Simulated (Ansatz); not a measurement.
We consider cubic perovskite KZnF3, described by r²SCAN+rVV10 in Ansatz (PAW).

Settings: plane-wave cutoff 560 eV, 8×8×8 k mesh, Fermi–Dirac smearing 0.01 eV, scalar-relativistic PAW data made under PBE.

Pressure at four volumes; x = ln(V/13.066 Å³). One pressure is withheld.

```
V (Å³/atom)        x  P (GPa)
-----------  -------  -------
12.282       -0.0619     6.31
13.066        0.0000     0.00
13.588        0.0392    -3.17
13.849        0.0582        ?
```

Task: Pass a parabola P(x) through the three rows shown, estimate the bulk modulus and its pressure derivative near zero pressure, and predict the withheld pressure.

Result: Slopes between the rows: (0.00 − (6.31))/(0.0000 − (-0.0619)) = -101.94 and (-3.17 − (0.00))/(0.0392 − (0.0000)) = -80.87 GPa. Their difference over the span 0.1011 is c = 21.07/0.1011 = 208.4 GPa, so P(x) = 6.31 + (-101.94)(x − (-0.0619)) + 208.4 (x − (-0.0619))(x − (0.0000)). At the middle row B = −dP/dx = −[-101.94 + 208.4 × 0.0619] = 89.0 GPa, and B′ = dB/dP = 2c/B = 4.7. At x = 0.0582 the parabola gives -4.48 GPa; the run gives -4.50 GPa. The Birch–Murnaghan fit to the energies at all volumes has B0 = 88.3 GPa and B′ = 4.7.

Measured, for comparison: bulk modulus 80 GPa (temperature not stated, not corrected to a static lattice, (C11+2C12)/3; as tabulated in Vaitheeswaran et al. (2016), arXiv:1609.00541). Computed (rounded) less measured: bulk modulus +10 %.

Ansatz is a first-principles code.
